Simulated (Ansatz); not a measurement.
**Na3Sb: band gap against strain**

Na3Sb (P6_3/mmc, 28.878 Å³/atom and stress up to 0.01 GPa in the relaxed cell, c along z) under an equal strain ε in the (0001) plane with the normal axis free, as in a coherent film. PBEsol in Ansatz, a plane-wave DFT program (PAW, default set), 420 eV, 10×10×5 Γ-centred mesh, Fermi-Dirac smearing 0.05 eV; ions are relaxed, or left where forces stay under 0.02 eV/Å, within the symmetry of each cell. Gaps are the smallest over the k-mesh and a band path, without spin-orbit coupling; in all rows the valence edge lies at Γ and the conduction edge at Γ.

Here s stands for strain and Eg for gap.

| strain (%) | gap (eV) |
|---|---|
| 0.00 | 0.427 |
| 0.75 | 0.409 |
| 1.50 | 0.388 |
| 2.25 | 0.365 |
| 3.00 | ? |

The 4 complete rows are fitted with a straight line, Eg against s. Means: s 1.1250, Eg 0.3972. About the means, the sum of products is -0.077625 and the sum of squares of s is 2.8125; the slope is their ratio. Least squares gives Eg = 0.4283 - 0.02760·s. Residuals (row less fit): -0.0013, 0.0014, 0.0011, -0.0012; standard error 0.0018 (degrees of freedom: 2). Over these rows the gap moves by -2.8 ± 0.1 eV per unit strain.

Problem. Predict the withheld Eg at s = 3.00 from the fit, and compare with the calculation.

Solution. Eg = 0.4283 - 0.02760 × 3.00 = 0.3455 eV. The calculation gives 0.340 eV, 0.0055 eV below the prediction (6.3 % of the range of Eg in the table). The row lies outside the fitted rows, so this is an extrapolation. From the scatter of the fitted rows alone, a prediction at this place has a standard error of 0.0028 eV, so the miss is 2.0 times that.

The start is a measured cell from the literature; how it stands against other phases or cation orders wasn't checked. Spin-orbit coupling is left out, which can shift this property for Na3Sb. Rows are the converged runs of the series near zero and its far end; series whose fitted rows scatter by over a few per cent of the range, as at a crossing or softening among them, aren't shown in this form, nor equations of state whose B0' disagrees with the runs' pressures. Most that stay on the fit to the last digits aren't either.
